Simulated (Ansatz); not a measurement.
The structure below was relaxed with PBEsol/PAW in Ansatz (a quantum-chemistry and plane-wave program), no spin-orbit coupling.

```
CELL_PARAMETERS angstrom
      0.00000     4.83235     4.83235
      4.83235     0.00000     4.83235
      4.83235     4.83235     0.00000
ATOMIC_POSITIONS crystal
  Ba 0.00000 0.00000 0.00000
  Ba 0.75000 0.75000 0.75000
  Sr 0.50000 0.50000 0.50000
  Ba 0.25000 0.25000 0.25000
```

### Question
Find the space group and the Wyckoff positions.

### Answer
Space group Fm-3m (No. 225); a = b = c = 9.665 Å, α = β = γ = 90.00°

```
atom  site  symmetry       x       y       z
----  ----  --------  ------  ------  ------
Ba      4a      m-3m  0.0000  0.0000  0.0000
Ba      8c      -43m  0.2500  0.2500  0.2500
Sr      4b      m-3m  0.5000  0.5000  0.5000
```

### Question
Describe the coordination.

### Answer
The crystal has 16 atoms in its conventional cell. Cell: a = b = c = 9.665 Å, α = β = γ = 90.00°. Ba1 is coordinated by 8 Ba at 4.185 Å and 6 Sr at 4.832 Å. Ba2 is surrounded by 4 Sr at 4.185 Å and 4 Ba at 4.185 Å and 6 Ba at 4.832 Å. Sr is surrounded by 8 Ba at 4.185 Å and 6 Ba at 4.832 Å. (Neighbours: up to the widest gap in distance over summed covalent radii, below 1.35, at either atom.)

Each cell is one ordered arrangement of few atoms, which overstates ordering effects compared with a random alloy. No phonon test of stability was made. The cell was made from Ba by this change: x(Sr) = 0.25, 4 atoms, Fm-3m.
